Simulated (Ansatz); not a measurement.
AlPO4 (I-4, No. 82; cell taken from a computed entry), treated with LDA (plane waves, PAW; Ansatz, an electronic-structure program).

Numerical settings: plane-wave cutoff 520 eV, 10×10×10 k mesh, scalar-relativistic PAW data made under PBE.

Cell (relaxed at this level):

```
CELL_PARAMETERS angstrom
     -2.48680     2.48680     3.67355
      2.48680    -2.48680     3.67355
      2.48680     2.48680    -3.67355
ATOMIC_POSITIONS crystal
  Al 0.00000 0.00000 0.00000
  P  0.75000 0.25000 0.50000
  O  0.96911 0.59886 0.83197
  O  0.40114 0.23312 0.37025
  O  0.76688 0.13713 0.16803
  O  0.86287 0.03089 0.62975
```

Question: Give the computed Voigt–Reuss–Hill bulk modulus, Voigt–Reuss–Hill shear modulus (Hill average), Young modulus and Poisson ratio.

Answer: 
Voigt–Reuss–Hill bulk modulus: 18.1 GPa
Voigt–Reuss–Hill shear modulus (Hill average): 20.2 GPa
Young modulus: 44.1 GPa
Poisson ratio: 0.093

Note: the relaxation could not lower the start's symmetry, so the cell can be a saddle point above a distorted one.

Elastic constants are with the ions relaxed.

Static lattice: no zero-point or thermal effects.

Computing time: around 2.0 core-hours (rough).
